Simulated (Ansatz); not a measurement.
Defect: interstitial B in 4H silicon carbide, charge state +1. Calculation: PBE, PAW (plane waves to 420 eV; Ansatz, a program for electronic structure).

72-site cell at the relaxed PBE lattice, the Γ point alone, smearing 0.01 eV, spin-restricted, no finite-size correction. Static, classical nuclei. The charge state is imposed; whether it is stable for some Fermi level was not computed. Sites that were not tried may lie lower. The start lies 0.42 eV above the lowest site run (PBE).

Barriers: single points on a 2×2×2 k-point mesh shifted by half a step along c at the bands' geometries (they differ from the bands' own by up to 0.16 eV, and are uncertain by about as much).

The step: one B atom jumps by itself. Atoms about the jump, Cartesian Å from the middle of the jump, before and after:

| atom | x0 | y0 | z0 | x1 | y1 | z1 |
|---|---|---|---|---|---|---|
| B1 | 0.00 | 0.47 | -0.22 | 0.00 | -0.47 | 0.22 |
| C2 | 1.47 | 0.39 | 0.62 | 1.45 | 0.37 | 0.64 |
| C3 | -1.47 | 0.39 | 0.62 | -1.45 | 0.37 | 0.64 |
| Si4 | 0.00 | 1.50 | 1.43 | 0.00 | 1.42 | 1.37 |
| Si5 | -1.65 | 0.33 | -1.33 | -1.48 | 0.38 | -1.28 |
| Si6 | 1.65 | 0.33 | -1.33 | 1.48 | 0.38 | -1.28 |
| C7 | 0.00 | 1.32 | -1.70 | 0.00 | 1.35 | -1.91 |
| Si8 | 0.00 | -2.20 | -1.22 | 0.00 | -2.18 | -1.28 |
| C9 | 0.00 | -2.28 | 0.68 | 0.00 | -2.15 | 0.64 |
| Si10 | 1.54 | -1.40 | 1.30 | 1.64 | -1.42 | 1.37 |
| Si11 | -1.54 | -1.40 | 1.30 | -1.64 | -1.42 | 1.37 |
| C12 | -1.58 | -1.41 | -1.90 | -1.58 | -1.39 | -1.91 |
| C13 | 1.58 | -1.41 | -1.90 | 1.58 | -1.39 | -1.91 |
| C14 | 0.00 | 3.19 | 0.70 | 0.00 | 3.12 | 0.66 |
| Si15 | 0.00 | 3.16 | -1.21 | 0.00 | 3.11 | -1.27 |
| C16 | 0.00 | 1.32 | 3.25 | 0.00 | 1.32 | 3.22 |
| Si17 | 3.07 | 1.35 | 1.29 | 3.11 | 1.32 | 1.32 |
| Si18 | -3.07 | 1.35 | 1.29 | -3.11 | 1.32 | 1.32 |

### Question
Give the saddle-point geometry and the barrier.

### Answer

| atom | x | y | z |
|---|---|---|---|
| B1 | 0.00 | 0.12 | -0.08 |
| C2 | 1.45 | 0.39 | 0.63 |
| C3 | -1.45 | 0.39 | 0.63 |
| Si4 | 0.00 | 1.49 | 1.43 |
| Si5 | -1.59 | 0.37 | -1.35 |
| Si6 | 1.59 | 0.37 | -1.35 |
| C7 | 0.00 | 1.33 | -1.84 |
| Si8 | 0.00 | -2.14 | -1.21 |
| C9 | 0.00 | -2.30 | 0.69 |
| Si10 | 1.55 | -1.43 | 1.31 |
| Si11 | -1.54 | -1.43 | 1.31 |
| C12 | -1.59 | -1.39 | -1.91 |
| C13 | 1.59 | -1.39 | -1.91 |
| C14 | 0.00 | 3.15 | 0.67 |
| Si15 | 0.00 | 3.12 | -1.25 |
| C16 | 0.00 | 1.32 | 3.25 |
| Si17 | 3.09 | 1.35 | 1.29 |
| Si18 | -3.09 | 1.35 | 1.29 |
It lies 0.048 eV above the start and 0.46 eV above the end. The saddle point's order was not checked, and it lies on a symmetry element of the cell, where a band can be held.
